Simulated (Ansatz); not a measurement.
Input and output of a self-consistent single point for a (110) slab of BePd (cut from a parent of space group no. 221; 10 atoms in the cell) (Ansatz, a first-principles code).

Computed with PBEsol, default PAW files made with PBE (plane waves; Ansatz).

The change in words: vacuum of 4 angstrom (first run: 14 Å). Reference geometry:
```xyz
10
Lattice="2.8032 0.0000 0.0000 0.0000 3.9643 0.0000 0.0000 0.0000 21.9287" Properties=species:S:1:pos:R:3 pbc="T T T"
Be     0.0000     2.9732     7.0000
Pd     1.4016     0.9911     7.0000
Be     0.0000     0.9911     8.9822
Pd     1.4016     2.9732     8.9822
Be     0.0000     2.9732    10.9644
Pd     1.4016     0.9911    10.9644
Be     0.0000     0.9911    12.9465
Pd     1.4016     2.9732    12.9465
Be     0.0000     2.9732    14.9287
Pd     1.4016     0.9911    14.9287
```

Reference input (self-consistent single point, DFT, PBEsol, plane waves, default PAW files made with PBE): basis.ecutwfc = 30.9 Ry; kpoints.mp_grid.grid = 9 7 1; hamiltonian.xc = pbesol; hamiltonian.pseudopotentials = {kind: paw} (the program's default PAW files); scf.occupations.method = fermi_dirac; scf.occupations.width = 0.0073 Ry. This run's input differs from it in these lines:

Ansatz 0.2 input:
```diff
@@ -5,14 +5,14 @@
     - [0.000000, 3.964331, 0.000000]
-    - [0.000000, 0.000000, 21.928713]
+    - [0.000000, 0.000000, 11.928721]
   atoms:
-    - { symbol: Be, position: [0.000000, 0.750000, 0.319216] }
-    - { symbol: Pd, position: [0.500000, 0.250000, 0.319216] }
-    - { symbol: Be, position: [0.000000, 0.250000, 0.409609] }
-    - { symbol: Pd, position: [0.500000, 0.750000, 0.409609] }
-    - { symbol: Be, position: [0.000000, 0.750000, 0.500003] }
-    - { symbol: Pd, position: [0.500000, 0.250000, 0.500003] }
-    - { symbol: Be, position: [0.000000, 0.250000, 0.590391] }
-    - { symbol: Pd, position: [0.500000, 0.750000, 0.590391] }
-    - { symbol: Be, position: [0.000000, 0.750000, 0.680784] }
-    - { symbol: Pd, position: [0.500000, 0.250000, 0.680784] }
+    - { symbol: Be, position: [0.000000, 0.750000, 0.167663] }
+    - { symbol: Pd, position: [0.500000, 0.250000, 0.167663] }
+    - { symbol: Be, position: [0.000000, 0.250000, 0.333833] }
+    - { symbol: Pd, position: [0.500000, 0.750000, 0.333833] }
+    - { symbol: Be, position: [0.000000, 0.750000, 0.500006] }
+    - { symbol: Pd, position: [0.500000, 0.250000, 0.500006] }
+    - { symbol: Be, position: [0.000000, 0.250000, 0.666167] }
+    - { symbol: Pd, position: [0.500000, 0.750000, 0.666167] }
+    - { symbol: Be, position: [0.000000, 0.750000, 0.832337] }
+    - { symbol: Pd, position: [0.500000, 0.250000, 0.832337] }
 basis:
```

Output, abridged:

```
SCF iter   1: F=—  HF=-34988.899050 eV  |F-HF|=—  |Δ(HF+E_count)|=         —  Δρ=9.95e-3  dr2=2.38e-1  ethr=1.77e-3  ⟨swp⟩=8.7  Hψ=5216  notcnv=0  defer=10
all-band conjugate gradients solve this SCF's bands
preconditioner: auto → LDOS
SCF iter   2: F=—  HF=-34988.920758 eV  |F-HF|=—  |Δ(HF+E_count)|=   2.17e-2  Δρ=1.38e-2  dr2=2.65e-1  ethr=2.38e-4  ⟨swp⟩=2.0  Hψ=2318  notcnv=0  defer=31
   [... lines left out ...]
SCF iter   5: F=—  HF=-34988.864862 eV  |F-HF|=—  |Δ(HF+E_count)|=   8.06e-5  Δρ=1.54e-4  dr2=4.13e-5  ethr=5.50e-7  ⟨swp⟩=2.0  Hψ=1749  notcnv=0  defer=31
SCF iter   6: F=—  HF=-34988.864801 eV  |F-HF|=—  |Δ(HF+E_count)|=   6.10e-5  Δρ=3.81e-5  dr2=3.36e-6  ethr=4.13e-8  ⟨swp⟩=2.0  Hψ=1769  notcnv=0  defer=27
SCF iter   7: F=—  HF=-34988.864801 eV  |F-HF|=—  |Δ(HF+E_count)|=   7.23e-8  Δρ=1.22e-5  dr2=2.64e-7  ethr=3.36e-9  ⟨swp⟩=2.0  Hψ=1744  notcnv=0  defer=27
SCF iter   8: F=-34988.864801 eV  HF=-34988.864801 eV  |F-HF|=2.14e-9  |Δ(HF+E_count)|=   1.94e-8  Δρ=3.23e-6  dr2=1.14e-8  ethr=1.00e-10  ⟨swp⟩=12.3  Hψ=5020  notcnv=0
SCF 1 converged in 8 iterations: F = -34988.864801 eV  dr2 = 1.14e-8
Free energy (F): -34988.864801 eV
Internal energy: -34988.783288 eV  (E = F + TS)
E sigma→0 (E₀):  -34988.824044 eV
Entropy (-TS):   -0.081513 eV (-8.151 meV/atom)
Fermi energy:    13.202565 eV
--- Forces (eV/Å), atoms counted from 1 ---
  atom   1  Be     0.00000000     0.00000000    -0.12607234
  atom   2  Pd     0.00000000     0.00000000     0.06890399
  atom   3  Be     0.00000000     0.00000000    -0.40526325
  atom   4  Pd     0.00000000     0.00000000    -0.05037414
  atom   5  Be    -0.00000000     0.00000000     0.00000000
  atom   6  Pd     0.00000000     0.00000000     0.00000000
  atom   7  Be     0.00000000     0.00000000     0.40526325
  atom   8  Pd     0.00000000     0.00000000     0.05037414
  atom   9  Be     0.00000000     0.00000000     0.12607234
  atom  10  Pd     0.00000000     0.00000000    -0.06890399
--- Stress (GPa, compression-positive) ---
       -7.452540       0.000000       0.000000
        0.000000      -4.474838       0.000000
        0.000000       0.000000      -5.139131
  P = ⅓ Tr σ = -5.6888 GPa (-56.888 kbar)
  The stress holds the Pulay correction. Without it, at fixed plane waves, as pw.x and ABINIT print it: P = -5.7228 GPa
```

The run converged in 8 iterations. Against the reference run the free energy falls by 32.7 meV/atom and the largest force goes from 0.454 to 0.405 eV/Å.

The starting cell comes from a database of computed structures (which also holds hypothetical and non-ambient phases and stackings), without a prior relaxation at this level. The slab is cut from that crystal, and its faces are unrelaxed. Its lattice was rescaled by up to half a per cent. Spin polarisation is off.
